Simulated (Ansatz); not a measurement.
Base system: CsPbF$_{3}$ in the cubic perovskite structure (space group Pm-3m, No. 221).

```
CsPbF3
1.0
    4.81420     0.00000     0.00000
    0.00000     4.81420     0.00000
    0.00000     0.00000     4.81420
Cs Pb F
1 1 3
Cartesian
  2.40710   2.40710   2.40710
  0.00000   0.00000   0.00000
  0.00000   2.40710   0.00000
  2.40710   0.00000   0.00000
  0.00000   0.00000   2.40710
```

Cartesian axes are those of the cell as printed.

The values are results of DFT with PBEsol, PAW potentials and a 420 eV plane-wave cutoff in Ansatz (a program for electronic structure), no spin-orbit coupling, not measurements.

Strains are applied to the cell and any free atomic positions relax; under biaxial strain the out-of-plane vector relaxes too.

One change was made to it. Results:

```tsv
quantity	base	after
band gap	2.62 eV	2.64 eV
energy relative to the base (free energy F)	0 meV/atom	+2.8 meV/atom
```

**Question.** What was done to the base?
(A) biaxial strain +0.86 %, plane normal [001], relaxed out of plane
(B) uniaxial strain ε_xx = +2.18 %
(C) biaxial strain +0.20 %, plane normal [001], relaxed out of plane
(D) tensor shear ε_yz = +1.91 %

**Answer.** B, uniaxial strain ε_xx = +2.18 %. For comparison, the energy relative to the base in the other runs: biaxial strain +0.86 %, plane normal [001], relaxed out of plane gives +1.1 meV/atom; tensor shear ε_yz = +1.91 % gives +1.0 meV/atom; biaxial strain +0.20 %, plane normal [001], relaxed out of plane gives +0.1 meV/atom.

With Pb present, leaving out spin-orbit coupling can change the band edges. Stability against distortions was not tested. Many cubic perovskites are stable only at high temperature; tilts and polar distortions were not tested.
